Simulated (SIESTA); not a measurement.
Worked example: self-consistent single point of TiNb (Cmmm, 2 atoms in the cell) in SIESTA.

Computed with LDA PW92, numerical atomic orbitals DZP, PseudoDojo LDA standard norm-conserving potentials (rewritten from UPF to PSML) run with SIESTA.

```xyz
2
Lattice="1.6410 -2.3180 0.0000 1.6410 2.3180 0.0000 0.0000 0.0000 4.6460" Properties=species:S:1:pos:R:3 pbc="T T T"
Ti     1.6410     0.0000     2.3230
Nb     0.0000     0.0000     0.0000
```

Reference input (self-consistent single point, DFT, GGA PBEsol, numerical atomic orbitals DZP, PseudoDojo PBEsol standard norm-conserving potentials (rewritten from UPF to PSML)): XC.functional = GGA; XC.authors = PBEsol; potentials = PseudoDojo PBEsol standard; PAO.BasisSize = DZP; PAO.EnergyShift = 0.01 Ry; MeshCutoff = 400 Ry; kgrid.MonkhorstPack = 12 12 7; OccupationFunction = MP; OccupationMPOrder = 0; ElectronicTemperature = 0.272 eV; MaxSCFIterations = 150; SCF.Mixer.Method = Pulay. This run's input differs from it in these lines:

```diff
@@ -1,2 +1,2 @@
-# files in the folder: Ti.psml Nb.psml (PseudoDojo PBEsol standard)
+# files in the folder: Ti.psml Nb.psml (PseudoDojo LDA standard)
 SystemName  TiNb
@@ -22,4 +22,4 @@
 
-XC.functional                GGA
-XC.authors                   PBEsol
+XC.functional                LDA
+XC.authors                   PW92
 PAO.BasisSize                DZP
```

The program printed (abridged):

```
        iscf     Eharris(eV)        E_KS(eV)     FreeEng(eV)     dDmax    Ef(eV) dHmax(eV)
   scf:    1    -3277.525280    -3302.434914    -3302.551900  1.490614 -4.323554 13.978781
   scf:    2    -3263.096916    -3297.897865    -3297.974106  0.753643 -4.434554 17.793212
   scf:    3    -3312.529135    -3309.284642    -3309.400079  0.382872 -4.702322  4.156188
   scf:    4    -3307.407491    -3309.162928    -3309.302281  0.274746 -5.307992  3.968857
   scf:    5    -3307.559110    -3309.391920    -3309.507004  0.161357 -5.095482  3.285674
   [... 3 lines left out ...]
   scf:    9    -3309.846662    -3309.846480    -3309.972707  0.000799 -5.211141  0.086524
   scf:   10    -3309.846271    -3309.846515    -3309.973031  0.001611 -5.212970  0.002507
   scf:   11    -3309.846498    -3309.846507    -3309.973031  0.000057 -5.213090  0.000121
   scf:   12    -3309.846507    -3309.846507    -3309.973031  0.000005 -5.213077  0.000054
SCF Convergence by DM+H criterion
max |DM_out - DM_in|         :     0.0000053663
max |H_out - H_in|      (eV) :     0.0000543768
SCF cycle converged after 12 iterations

Using DM_out to compute the final energy and forces

siesta: E_KS(eV) =            -3309.8465

siesta: E_KS - E_eggbox =     -3309.8465

siesta: Atomic forces (eV/Ang):
     1   -0.000000   -0.000000   -0.000000
     2   -0.000000    0.000000    0.000000
   Tot   -0.000000   -0.000000    0.000000
   Max    0.000000
   Res    0.000000    sqrt( Sum f_i^2 / 3N )
   Max    0.000000    constrained

Stress tensor Voigt[x,y,z,yz,xz,xy] (kbar):      114.27      117.40      122.06        0.00       -0.00        0.00
(Free)E + p*V (eV/cell)    -3312.5742
Target enthalpy (eV/cell)    -3309.9730

siesta: Program's energy decomposition (eV):
siesta: FreeEng =     -3309.973031

   [... lines left out ...]
siesta:     0.071320   -0.000000   -0.000000
siesta:     0.000000    0.073276    0.000000
siesta:    -0.000000    0.000000    0.076185

siesta: Cell volume =         35.345676 Ang**3

siesta: Pressure (static):
siesta:                Solid            Molecule  Units
siesta:          -0.00080153         -0.00080153  Ry/Bohr**3
siesta:          -0.07359343         -0.07359343  eV/Ang**3
siesta:        -117.90967209       -117.90967209  kBar
```

The run converged in 12 iterations. Against the reference run the pressure goes from -7.81 to -11.79 GPa.

The starting cell comes from a database of computed structures (which also holds hypothetical and non-ambient phases and stackings), without a prior relaxation at this level. Spin polarisation is off. Values carry the incompleteness of an atom-centred basis. With a pressure of about -12 GPa the cell is away from its equilibrium volume at this level.
